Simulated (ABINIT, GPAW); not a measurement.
An ABINIT input for a self-consistent single point of NaSn2Pd3 (P6mm, 6 atoms in the cell) (DFT, PBEsol, plane waves, PAW (JTH v2.0 PBE PAW, files made for PBE)):

```
# NaSn2Pd3, JTH v2.0 PBE PAW
pp_dirpath "./"
pseudos "Na.GGA_PBE-JTH.xml, Sn.GGA_PBE-JTH.xml, Pd.GGA_PBE-JTH.xml"
acell 3*1.0
rprim
        11.1272060824    0.0000000527    0.0000000000
        -5.5636030868    9.6364431141    0.0000000000
         0.0000000000    0.0000000000    8.2183584448
natom 6
ntypat 3
znucl 11 50 46
typat 1 2 2 3 3 3
xcart
         0.0000000000    0.0000000000    0.8377417058
         2.9441319318    1.6997953820    2.1577404732
        -0.0000000161    3.3995907361    2.1577404732
        -1.4720659820    2.5496930451    4.3273101394
         2.9441319399    0.0000000139    4.3273101394
         1.4720659579    2.5496930590    4.3273101394
      Angstrom
ecut 60 Ry
pawecutdg 120 Ry
pawxcdev 0
ixc -116133
occopt 7
tsmear 0.00183747
nband 58
kptopt 1
ngkpt 5 5 5
nshiftk 1
shiftk 0 0 0
nstep 100
tolvrs 1.0e-10
prtwf 0
prtden 0
```

**Question.** Write the same calculation as an input for GPAW.

**Answer.** One input that does it (others would too):

```python
from ase import Atoms
from ase.units import GPa
from gpaw import GPAW

atoms = Atoms(['Na', 'Sn', 'Sn', 'Pd', 'Pd', 'Pd'],
              cell=[[5.888264, 0.000000, 0.000000],
                    [-2.944132, 5.099386, 0.000000],
                    [0.000000, 0.000000, 4.348968]],
              scaled_positions=[[0.000000, 0.000000, 0.192630],
                                [0.666667, 0.333333, 0.496150],
                                [0.333333, 0.666667, 0.496150],
                                [0.000000, 0.500000, 0.995020],
                                [0.500000, 0.000000, 0.995020],
                                [0.500000, 0.500000, 0.995020]],
              pbc=True)

calc = GPAW(mode={'name': 'pw', 'ecut': 850},
            xc='PBEsol',
            kpts=(5, 5, 5),
            occupations={'name': 'methfessel-paxton', 'width': 0.05, 'order': 0},
            nbands=-14,
            convergence={'density': 1e-05, 'energy': 1e-05},
            symmetry={'symmorphic': False, 'tolerance': 0.0005},
            maxiter=100,
            txt='-')

atoms.calc = calc

energy = atoms.get_potential_energy()
print('Energy (eV):', round(energy, 6))
forces = atoms.get_forces()
print('Forces (eV/Ang):')
print(forces.round(5))
stress = atoms.get_stress()
print('Stress (GPa, Voigt):', (stress / GPa).round(4))
```

Basis, cutoffs, solver keys and any potentials are the target program's own. This input uses DFT PBEsol, plane waves, GPAW PAW datasets PBEsol (made by gpaw-setup).

The starting cell comes from a database of computed structures (which also holds hypothetical and non-ambient phases and stackings), without a prior relaxation at this level. Its lattice was rescaled by a random factor within 2.5 % of one.
